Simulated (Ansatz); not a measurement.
Consider the following.

```yaml
crystal:
  lattice:
    - [2.94141, 0.00000, 0.00000]
    - [1.47070, 2.54734, 0.00000]
    - [0.00000, 0.00000, 3.26884]
  atoms:
    - { symbol: Ti, position: [0.00000, 0.00000, 0.00000] }
    - { symbol: B, position: [0.66667, 0.66667, 0.50000] }
    - { symbol: B, position: [0.33333, 0.33333, 0.50000] }
```

No spin polarisation.

Level of theory: PBE, PAW, 420 eV (Ansatz, a quantum-chemistry and plane-wave program; no spin-orbit coupling). k-mesh 22×22×18 (Γ-centred); smearing 0.1 eV (Fermi–Dirac).

Q: What band gap does the calculation give?

A: Zero.

Q: Estimate the pressure (mean of the normal stresses, compression positive).

A: 15.1 GPa.

Q: What space group does the calculation give?

A: P6/mmm (No. 191).

The cells carry an imposed strain or load. Whether these cells are dynamically stable was not tested. All final runs are without spin polarisation. The cell was made from TiB2 (space group P6/mmm, No. 191) by this change: biaxial strain −3.00 %, plane normal [001], relaxed out of plane.
